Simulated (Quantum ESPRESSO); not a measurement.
A relaxation of the atoms of Sb (R-3m, 2 atoms in the cell) with Quantum ESPRESSO.

Method of the run: PBEsol, GBRV 1.5 ultrasoft (PBESOL) pseudopotentials (plane waves; Quantum ESPRESSO 7.5).

Input as run:

```fortran
&control
 calculation = 'relax'
 prefix = 'sb'
 outdir = './work'
 pseudo_dir = './'
 forc_conv_thr = 1.9e-03
/
&system
 ibrav = 0
 nat = 2
 ntyp = 1
 ecutwfc = 40
 ecutrho = 200
 occupations = 'smearing'
 smearing = 'fermi-dirac'
 degauss = 0.0073499
/
&electrons
 conv_thr = 1.0d-9
 mixing_beta = 0.3
/
&ions
/
ATOMIC_SPECIES
Sb   121.7600  sb_pbesol_v1.4.uspp.F.UPF
CELL_PARAMETERS angstrom
   3.97712802    -2.16577498    -0.00000002
   3.97712802     2.16577498    -0.00000002
   2.79773898     0.00000000     3.56100900
ATOMIC_POSITIONS alat
Sb    0.58582902    0.00000000    0.19402375
Sb    1.81986092    0.00000000    0.60272917
K_POINTS automatic
6 6 6  0 0 0
```

Output, abridged:

```
     Self-consistent Calculation

     iteration #  1     ecut=    40.00 Ry     beta= 0.30

     total energy              =    -369.23843993 Ry
     estimated scf accuracy    <       2.05064570 Ry

     iteration #  2     ecut=    40.00 Ry     beta= 0.30

     total energy              =    -369.10982196 Ry
     estimated scf accuracy    <       0.39979280 Ry

     iteration #  3     ecut=    40.00 Ry     beta= 0.30

     total energy              =    -369.19840845 Ry
     estimated scf accuracy    <       0.00556911 Ry

   [... 6 blocks of this kind left out ...]

     iteration # 10     ecut=    40.00 Ry     beta= 0.30

     total energy              =    -369.19863528 Ry
     estimated scf accuracy    <          2.9E-09 Ry

     iteration # 11     ecut=    40.00 Ry     beta= 0.30
     End of self-consistent calculation

     the Fermi energy is     9.7076 ev

!    total energy              =    -369.19863530 Ry
     estimated scf accuracy    <          3.3E-11 Ry
     smearing contrib. (-TS)   =      -0.00162238 Ry
     internal energy E=F+TS    =    -369.19701292 Ry

     convergence has been achieved in  11 iterations

     Forces acting on atoms (cartesian axes, Ry/au):

     atom    1 type  1   force =    -0.01988892    0.00000000   -0.00658741
     atom    2 type  1   force =     0.01988892    0.00000000    0.00658741

     Total force =     0.029630     Total SCF correction =     0.000044

     BFGS Geometry Optimization
     Energy error            =      8.8E-04 Ry
     Gradient error          =      2.0E-02 Ry/Bohr

     number of scf cycles    =   1
     number of bfgs steps    =   0

   [... lines left out ...]
     the Fermi energy is     9.8334 ev
!    total energy              =    -369.20227687 Ry
     Total force =     0.000792     Total SCF correction =     0.000003
     bfgs converged in   6 scf cycles and   5 bfgs steps
   [... lines left out ...]
     (criteria: energy <  1.0E-04 Ry, force <  1.9E-03 Ry/Bohr)

     End of BFGS Geometry Optimization

     Final energy             =    -369.2022768657 Ry

     File ./work/sb.bfgs deleted, as requested
Begin final coordinates

ATOMIC_POSITIONS (alat)
Sb               0.5689850510        0.0000000000        0.1884450178
Sb               1.8367048890        0.0000000000        0.6083079022
End final coordinates

   JOB DONE.
```

The run converged.  The full log also holds: “WARNING: bfgs curvature condition failed, Theta= 0.861”.

Summary of the result:
Free energy E − TS: -5023.2529 eV
Fermi level (on the code's own zero): 9.83 eV
Largest force (vector length): 0.014 eV/Å
Relaxation steps: 5

The starting cell has typed, rounded lattice constants, without a prior relaxation at this level. Its lattice was rescaled by up to half a per cent. For this run, on top of that: one atom moved by 0.15 angstrom.

Cost on one core of a shared machine: roughly 3 min.
